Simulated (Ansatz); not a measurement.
Start from ZrO$_{2}$ (space group P2_1/c, No. 14).

```
CELL_PARAMETERS angstrom
      5.18930     0.00000     0.00000
      0.00000     5.24180     0.00000
     -0.90344     0.00000     5.30261
ATOMIC_POSITIONS crystal
  Zr 0.27571 0.04384 0.21016
  Zr 0.72429 0.54384 0.28984
  Zr 0.72429 0.95616 0.78984
  Zr 0.27571 0.45616 0.71016
  O  0.06488 0.32613 0.35022
  O  0.93512 0.82613 0.14978
  O  0.93512 0.67387 0.64978
  O  0.06488 0.17387 0.85022
  O  0.45109 0.75674 0.47528
  O  0.54891 0.25674 0.02472
  O  0.54891 0.24326 0.52472
  O  0.45109 0.74326 0.97528
```

Cartesian axes are those of the cell as printed.

The values are results of PBE (Ansatz, a quantum-chemistry and plane-wave program; PAW; 420 eV plane waves; spin-orbit coupling left out), earlier PAW set, not measurements.

For the base:

The shortest interatomic distance is 2.057 Å.

The change: the cell is compressed by 0.91 % along x with no lateral relaxation; the atoms relax in the strained cell.

Q: What does the calculation give for the shortest interatomic distance after the change?

A: The shortest interatomic distance decreases by 0.004 Å, from 2.057 Å to 2.053 Å.

Q: Estimate the effect on the largest internal atomic displacement.

A: The largest internal atomic displacement amounts to 0.023 Å.

Stability against distortions was not tested.
